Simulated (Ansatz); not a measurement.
Gap of a one-dimensional BeS body, 8 atoms a period at several levels, all on one geometry.

```yaml
crystal:
  lattice:
    - [13.50000, 0.00000, 0.00000]
    - [0.00000, 13.50000, 0.00000]
    - [0.00000, 0.00000, 3.98445]
  atoms:
    - { symbol: Be, position: [0.43825, 0.43825, 0.00000] }
    - { symbol: S, position: [0.40373, 0.40373, 0.50000] }
    - { symbol: S, position: [0.40373, 0.59627, 0.00000] }
    - { symbol: Be, position: [0.43825, 0.56175, 0.50000] }
    - { symbol: S, position: [0.59627, 0.40373, 0.00000] }
    - { symbol: Be, position: [0.56175, 0.43825, 0.50000] }
    - { symbol: Be, position: [0.56175, 0.56175, 0.00000] }
    - { symbol: S, position: [0.59627, 0.59627, 0.50000] }
```

Levels: PBE (plane waves to 420 eV, PAW; Ansatz, an electronic-structure program); r2SCAN (plane waves to 500 eV, PAW; Ansatz); HSE06 run with Ansatz. Unmarked values and the geometry are of the first. Mesh 1×1×70. No spin polarisation. Isolated but for its images some 11 Å away. A hypothetical model. Symmetry and one short period hold its shape; lower forms weren't sought. HSE06 ran on a 1×1×5 mesh and at PBE's edge points.

```json
[
 {"level": "PBE", "gap (eV)": "2.79"},
 {"level": "r2SCAN", "gap (eV)": "[?]"},
 {"level": "HSE06", "gap (eV)": "3.86"}
]
```

Some entries are withheld; supply them.


- r2SCAN, gap (eV): 3.30
